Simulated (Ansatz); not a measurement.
The reference is Rh in the fcc (Cu type) structure (space group Fm-3m, No. 225; relaxed with 0.1 eV smearing).

```
Rh
1.0
    0.00000     1.90082     1.90082
    1.90082     0.00000     1.90082
    1.90082     1.90082     0.00000
Rh
1
Cartesian
  0.00000   0.00000   0.00000
```

Cartesian axes are those of the cell as printed.

Level of theory: r2SCAN (Ansatz, a program for electronic structure, PAW, without spin-orbit coupling), earlier PAW set.

Strains are applied to the cell and any free atomic positions relax; under biaxial strain the out-of-plane vector relaxes too.

One change was made to it. Results:

```tsv
quantity	base	after
pressure	0.0 GPa	43.5 GPa
energy relative to the base (free energy F)	0 meV/atom	+181 meV/atom
```

Q: Name the change that was made.
(A) uniaxial strain ε_xx = +3.38 %
(B) tensor shear ε_xz = +1.97 %
(C) isotropic strain −3.78 %
(D) biaxial strain −4.16 %, plane normal [111], relaxed out of plane
(E) strain tensor (xx, yy, zz, yz, xz, xy) = (−1.90, +1.29, −0.63, −1.44, −0.35, −1.73) %

A: C, isotropic strain −3.78 %. For comparison, the energy relative to the base in the other runs: biaxial strain −4.16 %, plane normal [111], relaxed out of plane gives +106 meV/atom; uniaxial strain ε_xx = +3.38 % gives +20 meV/atom; strain tensor (xx, yy, zz, yz, xz, xy) = (−1.90, +1.29, −0.63, −1.44, −0.35, −1.73) % gives +25 meV/atom; tensor shear ε_xz = +1.97 % gives +13 meV/atom.

Whether these cells are dynamically stable was not tested. The final runs are not spin-polarised. Rh lies near a magnetic instability that expansion can trigger; it was not tested.
